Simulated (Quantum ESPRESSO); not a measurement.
A self-consistent single point of SrMg3 (I4/mmm, 4 atoms in the cell) with Quantum ESPRESSO.

Computed with LDA (PZ), GBRV 1.5 ultrasoft (LDA) pseudopotentials (plane waves; Quantum ESPRESSO 7.5).

The change in words: lattice scaled by 0.98. Reference geometry:
```
CELL_PARAMETERS angstrom
     -2.81647     2.81647     3.68196
      2.81647    -2.81647     3.68196
      2.81647     2.81647    -3.68196
ATOMIC_POSITIONS crystal
  Sr 0.00000 0.00000 0.00000
  Mg 0.50000 0.50000 0.00000
  Mg 0.25000 0.75000 0.50000
  Mg 0.75000 0.25000 0.50000
```

Reference input (self-consistent single point, DFT, LDA (PZ), plane waves, GBRV 1.5 ultrasoft (LDA) pseudopotentials): ecutwfc = 40 Ry; ecutrho = 200 Ry; occupations = smearing; smearing = gaussian; degauss = 0.0147 Ry; potentials = {Sr: sr_lda_v1.uspp.F.UPF, Mg: mg_lda_v1.4.uspp.F.UPF}; K_POINTS = automatic 7 7 7 0 0 0; conv_thr = 1e-10 Ry. This run's input differs from it in these lines:

```diff
@@ -25,5 +25,5 @@
 CELL_PARAMETERS {angstrom}
-  -2.816474000     2.816474000     3.681956000
-   2.816474000    -2.816474000     3.681956000
-   2.816474000     2.816474000    -3.681956000
+  -2.760145000     2.760145000     3.608317000
+   2.760145000    -2.760145000     3.608317000
+   2.760145000     2.760145000    -3.608317000
 ATOMIC_POSITIONS {crystal}
```

The program printed (abridged):

```
     Self-consistent Calculation

     iteration #  1     ecut=    40.00 Ry     beta= 0.70

---- Real-time Memory Report at c_bands before calling an iterative solver
           169 MiB given to the printing process from OS
            78 MiB allocation reported by mallinfo(arena+hblkhd)
------------------

     Threshold (ethr) on eigenvalues was too large:
     Diagonalizing with lowered threshold

---- Real-time Memory Report at c_bands before calling an iterative solver
           222 MiB given to the printing process from OS
            86 MiB allocation reported by mallinfo(arena+hblkhd)
------------------

   [... lines left out ...]
           231 MiB given to the printing process from OS
            95 MiB allocation reported by mallinfo(arena+hblkhd)
------------------

     negative rho (up, down):  6.563E-02 0.000E+00

     total energy              =    -445.40769649 Ry
     estimated scf accuracy    <          1.7E-10 Ry

     iteration #  8     ecut=    40.00 Ry     beta= 0.70

---- Real-time Memory Report at c_bands before calling an iterative solver
           231 MiB given to the printing process from OS
            96 MiB allocation reported by mallinfo(arena+hblkhd)
------------------

     negative rho (up, down):  6.563E-02 0.000E+00
     End of self-consistent calculation

     the Fermi energy is     5.6318 ev

!    total energy              =    -445.40769649 Ry
     estimated scf accuracy    <          1.0E-11 Ry
     smearing contrib. (-TS)   =      -0.00353275 Ry
     internal energy E=F+TS    =    -445.40416374 Ry

     convergence has been achieved in   8 iterations

     negative rho (up, down):  6.563E-02 0.000E+00

     Forces acting on atoms (cartesian axes, Ry/au):

     atom    1 type  1   force =    -0.00000000   -0.00000000    0.00000000
   [... zero for the other atoms too ...]

     Total force =     0.000000     Total SCF correction =     0.000000

     negative rho (up, down):  6.563E-02 0.000E+00
          total   stress  (Ry/bohr**3)                   (kbar)     P=      -10.47
  -0.00010570   0.00000000  -0.00000000          -15.55        0.00       -0.00
   0.00000000  -0.00010570  -0.00000000            0.00      -15.55       -0.00
  -0.00000000  -0.00000000  -0.00000216           -0.00       -0.00       -0.32

   JOB DONE.
```

The run converged in 8 iterations. Against the reference run the free energy falls by 18.8 meV/atom and the pressure goes from -2.43 to -1.05 GPa.

The starting cell comes from a database of computed structures (which also holds hypothetical and non-ambient phases and stackings), without a prior relaxation at this level. Its lattice was rescaled by a random factor within 2.5 % of one. For this run, on top of that: lattice scaled by 0.98.

Cost on one core of a shared machine: roughly 2 min.
